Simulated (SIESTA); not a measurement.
Band structure of CoNiGe (P6_3/mmc, 6 atoms in the cell).

```xyz
6
Lattice="3.9941 0.0000 0.0000 -1.9971 3.4590 0.0000 0.0000 0.0000 5.0823" Properties=species:S:1:pos:R:3 pbc="T T T"
Co     0.0000     0.0000     2.5412
Co     0.0000     0.0000     0.0000
Ni     0.0000     2.3060     3.8118
Ni     1.9971     1.1530     1.2706
Ge     0.0000     2.3060     1.2706
Ge     1.9971     1.1530     3.8118
```

Method of the run: GGA PBEsol, numerical atomic orbitals DZP, PseudoDojo PBEsol standard norm-conserving potentials (rewritten from UPF to PSML) (SIESTA).

Settings: XC.functional = GGA; XC.authors = PBEsol; potentials = PseudoDojo PBEsol standard; PAO.BasisSize = DZP; PAO.EnergyShift = 0.01 Ry; MeshCutoff = 400 Ry; kgrid.MonkhorstPack = 9 9 6; OccupationFunction = FD; ElectronicTemperature = 1160.45 K; MaxSCFIterations = 150; SCF.Mixer.Method = Pulay; SCF.Mixer.Weight = 0.25; SCF.Mixer.History = 6; SCF.DM.Tolerance = 1.0E-04.

The starting cell comes from a database of computed structures (which also holds hypothetical and non-ambient phases and stackings), without a prior relaxation at this level. Spin polarisation is off. Values carry the incompleteness of an atom-centred basis.

Levels in eV from the Fermi level, bands 46 to 51:
| point | 46 | 47 | 48 | 49 | 50 | 51 |
|---|---|---|---|---|---|---|
| Γ | -0.53 | -0.03 | -0.03 | 0.85 | 2.27 | 3.03 |
| M | -0.75 | -0.60 | -0.58 | -0.55 | -0.09 | 0.03 |
| K | -0.83 | -0.83 | -0.41 | -0.41 | 0.08 | 0.86 |
| A | -0.66 | -0.66 | -0.66 | 1.50 | 1.50 | 3.46 |
| L | -0.79 | -0.63 | -0.63 | -0.44 | -0.44 | 1.28 |
| H | -0.76 | -0.73 | -0.73 | -0.46 | -0.46 | 0.26 |

Bands cross the Fermi level along this path, so the cell is metallic at this level.

Higher empty bands are left out: an atom-centred basis made for the valence describes them poorly.
